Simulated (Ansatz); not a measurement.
BiP (model structure, Fm-3m, No. 225, 2 atoms in the cell), treated with PBE in Ansatz (PAW).

Run with plane-wave cutoff 520 eV, 16×16×16 k mesh, Fermi–Dirac smearing 0.05 eV, scalar-relativistic PAW data made under PBE.

Cell (relaxed at this level):

```cif
data_BiP
_chemical_formula_sum 'Bi1 P1'
_space_group_name_H-M_alt 'P 1'
_space_group_IT_number 1
_cell_length_a 4.13508
_cell_length_b 4.13508
_cell_length_c 4.13508
_cell_angle_alpha 60.000
_cell_angle_beta 60.000
_cell_angle_gamma 60.000
loop_
_space_group_symop_operation_xyz
  'x, y, z'
loop_
_atom_site_label
_atom_site_type_symbol
_atom_site_fract_x
_atom_site_fract_y
_atom_site_fract_z
_atom_site_occupancy
Bi1 Bi 0.00000 0.00000 0.00000 1
P1 P 0.50000 0.50000 0.50000 1
```

Task: Estimate the band gap and direct gap at Γ that the calculation returns.

Result: 
band gap: 0.05 eV (under three smearing widths, so not firm)
direct gap at Γ: 5.67 eV

Note: the relaxation could raise the start's symmetry but not lower it, so the cell can be a saddle point.

Spin–orbit coupling is not included; it can close the smallest gap of 0.05 eV.

Static lattice: no zero-point or thermal effects.

Computing time: about 9 core-seconds (a rough figure).

A model structure was made by putting elements into a prototype or built by hand; it is no filed structure, need not be a known phase, and can be a saddle point held by its symmetry.

Ansatz is a quantum-chemistry and plane-wave program.
